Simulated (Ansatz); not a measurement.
# Pt, pressure series

The reference is Pt in the fcc (Cu type) structure (space group Fm-3m, No. 225; a = 3.940 Å).

Cell and atoms are relaxed at each pressure.

The values are results of DFT with r2SCAN, PAW potentials and a 500 eV plane-wave cutoff in Ansatz (a first-principles code), no spin-orbit coupling, not measurements.

```json
[
 {"pressure (GPa)": "-2", "volume per atom (Å³/atom)": "15.410"},
 {"pressure (GPa)": "-1", "volume per atom (Å³/atom)": "15.352"},
 {"pressure (GPa)": "0", "volume per atom (Å³/atom)": "15.294"},
 {"pressure (GPa)": "0.9", "volume per atom (Å³/atom)": "?"},
 {"pressure (GPa)": "2.1", "volume per atom (Å³/atom)": "15.178"},
 {"pressure (GPa)": "4.5", "volume per atom (Å³/atom)": "15.053"},
 {"pressure (GPa)": "9", "volume per atom (Å³/atom)": "14.834"},
 {"pressure (GPa)": "22.5", "volume per atom (Å³/atom)": "14.277"},
 {"pressure (GPa)": "30", "volume per atom (Å³/atom)": "14.015"}
]
```

**Question.** Fit the third-order Birch–Murnaghan form P(V) = (3B₀/2)[(V₀/V)^(7/3) − (V₀/V)^(5/3)]·[1 + (3/4)(B₀′ − 4)((V₀/V)^(2/3) − 1)] (squares taken in P) to the rows shown and predict the withheld row.

**Answer.** Least squares on the printed values gives V₀ = 15.294 Å³/atom, B₀ = 271 GPa, B₀′ = 5.4; this predicts 15.244 Å³/atom, and the run gives 15.244 Å³/atom, in agreement.

Measured bulk modulus of Pt: 289 GPa (static lattice; corrected from measurement; as listed in H. Levämäki et al., Physical Review B (2014)); the computed value is 6 % below it.

Load acts through the strain it causes; cell and atoms are relaxed under it. Whether these cells are dynamically stable was not tested. No other phases were tried under pressure. All final runs are without spin polarisation.
